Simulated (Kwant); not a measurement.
System: wire with an abrupt hard-wall neck in a In0.53Ga0.47As two-dimensional gas. Effective mass 0.041 mₑ, grid spacing 6.7 nm, hard walls, nominal width 170 nm (25 grid rows, so walls 174.2 nm apart), one parabolic valley, scattering region 600 nm long along x; energies count from the band bottom; Fermi energy swept from 0.00011464 to 0.001976 eV. Central neck 120 nm wide and 250 nm long.

Constants are typed, rounded textbook-type inputs, not results; the design itself was drawn at random and stands for no fabricated device.

Model: effective-mass tight-binding model on a square grid, one spin, coherent transport at 0 K (Kwant). Conductance is in e²/h.

Density of the scattering states that come in from the left lead, at energy = 0.0010588 eV, in bins, relative to the largest site value (x marks bins outside the device):

```
|0000000000000xxxxxxxxxxxxxxxxxx0000000000000|
|0000000000000xxxxxxxxxxxxxxxxxx0000000000000|
|0000111000000xxxxxxxxxxxxxxxxxx0000000000000|
|11111111111000000000000000000000011111111111|
|11112221111111111100000001111001111111111111|
|11222222111222222221111122222211122222222222|
|22223332222233344333222233443322222222222222|
|22233333222344555544333445555443333333333333|
|32334433323356677765444567776654433333333333|
|33334443333457888876555678888765443333333333|
|33344443333468899987655789999765444333333333|
|33344443333467899987555689998765444333333333|
|33334443333457888876555678888765443333333333|
|32334433323356677765444567776654433333333333|
|22233333222344555544333445555443333333333333|
|22223332222233344333222233443322222222222222|
|11222222111222222221111122222211122222222222|
|11112221111111111100000001111001111111111111|
|11111111111000000000000000000000011111111111|
|0000111000000xxxxxxxxxxxxxxxxxx0000000000000|
|0000000000000xxxxxxxxxxxxxxxxxx0000000000000|
|0000000000000xxxxxxxxxxxxxxxxxx0000000000000|
```
Scale: ten equal steps from 0.001 (start of '0') to 0.980 (end of '9'), in the order '0123456789'; x runs from -288 to 288, y from -76.7 (bottom) to 76.7 (top).

The conductance there is 0.99 e²/h with 1 open channel(s) in the leads.
